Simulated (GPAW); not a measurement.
**Pressure against volume in CsCl-type CuZn (space group 221) (GPAW, LDA)**

```
CuZn
1.0
    2.83527     0.00000     0.00000
    0.00000     2.83527     0.00000
    0.00000     0.00000     2.83527
Zn Cu
1 1
Direct
  0.50000   0.50000   0.50000
  0.00000   0.00000   0.00000
```

Method of the run: LDA (Perdew-Wang 92), GPAW PAW datasets LDA (gpaw-data 1.0.1) (plane waves; GPAW 25.7.0). Settings: mode = pw; ecut = 780 eV; xc = LDA; kpts = 20 20 20; mesh shift (steps) = 0 0 0; occupations.name = fermi-dirac; occupations.width = 0.05 eV; nbands = -10; convergence.forces = 0.001 eV/Å; symmetry.symmorphic = false; symmetry.tolerance = 0.0005; maxiter = 100. The cell above is the first row's. The rows scale it uniformly. In all rows fractional positions and the k mesh are held.

| V (Å^3/atom) | P (GPa) |
|---|---|
| 11.396 | ? |
| 11.644 | 1.94 |
| 11.891 | -1.34 |
| 12.139 | -4.27 |
| 12.387 | -6.85 |
| 12.635 | -9.13 |
| 12.882 | -11.10 |
| 13.130 | -12.86 |
| 13.378 | -14.39 |

Question: Fit P against V with a cubic, and predict the withheld value at V = 11.396.

Answer: With u = V - 12.5, the rows have u = -0.8560, -0.6090, -0.3610, -0.1130, 0.1350, 0.3820, 0.6300, 0.8780. Least squares gives P = -7.923 - 9.2083·u + 2.4053·u² - 0.3499·u³. Residuals (row less fit): -0.001, 0.004, -0.001, 0.001, -0.007, 0.009, -0.003, 0.001; standard error 0.006 (degrees of freedom: 4). The fitted pressure is zero at V0 = 11.79, where dP/dV = -13.18, so B0 = -V0·dP/dV = 155 GPa. At the withheld row, u = -1.1040, so P = -7.923 - 9.2083 × (-1.1040) + 2.4053 × (-1.1040)² - 0.3499 × (-1.1040)³ = 5.645 GPa. The calculation gives 5.67 GPa, 0.025 GPa above the prediction (0.1 % of the range of P in the table). The row lies outside the fitted rows, so this is an extrapolation. From the scatter of the fitted rows alone, a prediction at this place has a standard error of 0.017 GPa, so the miss is 1.5 times that.

Carrying the step between the two nearest rows on in a straight line would have given 5.23, off by 0.44; series whose last step already gives the withheld value aren't shown. The scan was laid around a cell of about the measured size, scaled by a guess for this functional. The runs keep the symmetry of the cell, so they don't test it for distortions. Spin polarisation is off. Cutoffs and mesh are single choices, not tested for convergence of this quantity. Series with a scatter that would blur these digits, or in which a gap closes, are not shown.
